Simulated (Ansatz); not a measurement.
System: Ga2O3 (model structure, started from the Bi2O3 type, P6₃mc, No. 186, 20 atoms in the cell). Method: PBEsol in Ansatz (plane waves, PAW).

Numerical settings: plane-wave cutoff 520 eV, 6×6×8 k mesh (along the axes of the cell as run), Fermi–Dirac smearing 0.01 eV, scalar-relativistic PAW data made under PBE.

Cell (relaxed at this level):

```cif
data_Ga8O12
_chemical_formula_sum 'Ga8 O12'
_space_group_name_H-M_alt 'P 1'
_space_group_IT_number 1
_cell_length_a 7.07456
_cell_length_b 7.07456
_cell_length_c 4.80634
_cell_angle_alpha 90.000
_cell_angle_beta 90.000
_cell_angle_gamma 120.000
loop_
_space_group_symop_operation_xyz
  'x, y, z'
loop_
_atom_site_label
_atom_site_type_symbol
_atom_site_fract_x
_atom_site_fract_y
_atom_site_fract_z
_atom_site_occupancy
Ga1 Ga 0.33512 0.16756 0.77353 1
Ga2 Ga 0.16756 0.33512 0.27353 1
Ga3 Ga 0.83244 0.16756 0.77353 1
Ga4 Ga 0.66488 0.83244 0.27353 1
Ga5 Ga 0.83244 0.66488 0.77353 1
Ga6 Ga 0.16756 0.83244 0.27353 1
Ga7 Ga 0.33333 0.66667 0.67555 1
Ga8 Ga 0.66667 0.33333 0.17555 1
O1 O 0.54614 0.09227 0.92849 1
O2 O 0.45386 0.54614 0.42849 1
O3 O 0.90773 0.45386 0.92849 1
O4 O 0.45386 0.90773 0.42849 1
O5 O 0.54614 0.45386 0.92849 1
O6 O 0.09227 0.54614 0.42849 1
O7 O 0.72222 0.86111 0.88580 1
O8 O 0.86111 0.72222 0.38580 1
O9 O 0.13889 0.86111 0.88580 1
O10 O 0.27778 0.13889 0.38580 1
O11 O 0.13889 0.27778 0.88580 1
O12 O 0.86111 0.13889 0.38580 1
```

Q: What does this level give for the band gap and smallest direct gap on the k points sampled?

A: 
- band gap = 0.34 eV (indirect)
- smallest direct gap on the k points sampled = 0.42 eV

Note: the relaxation could raise the start's symmetry but not lower it, so the cell can be a saddle point.

Spin–orbit coupling is not included.

The computed numbers hold no vibrational or temperature effects.

Cost on a shared machine: roughly 2.7 core-minutes.

A model structure was made by putting elements into a prototype or built by hand; it is no filed structure, need not be a known phase, and can be a saddle point held by its symmetry.

Ansatz is a first-principles code.
